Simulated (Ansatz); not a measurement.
Defect: Li vacancy in rock-salt LiF, charge state -1. The step: a nearby Li atom hops onto the vacant site; the atom moves 2.70 Å along (0.00, -0.47, -0.47) of the unit cell; the moving atom starts with neighbours 2 F at 1.98, 2 F at 2.03, 2 F at 2.10 Å and ends with 2 F at 1.98, 2 F at 2.03, 2 F at 2.10 Å. A PBE band in Ansatz (plane-wave PAW, the Γ point alone, 64 host sites, 52 SCF runs with any check of the saddle's order, static, no finite-size correction) gives a forward barrier of 0.58 eV. The saddle point's order was not checked, and it lies on a symmetry element of the cell, where a band can be held. The charge state is imposed; whether it is stable for some Fermi level was not computed. Forms of the defect that were not tried may lie lower.

Single points at the band's start and saddle point can refine it. Rough cost of one point, in units of the band's mean SCF on the same machine:

```tsv
Level	Cost of one point
PBE, a 2×2×2 k-point mesh shifted by half a step	about 6
r2SCAN at 500 eV, the Γ point alone	about 4
```

Question: Which of these move the barrier by more than 0.1 eV, and how far does each move it?

Answer: Not one does. PBE, a 2×2×2 k-point mesh shifted by half a step: +0.02 eV; r2SCAN at 500 eV, the Γ point alone: +0.01 eV. Each functional is compared with PBE at the same k-points.

Ansatz is an electronic-structure program.
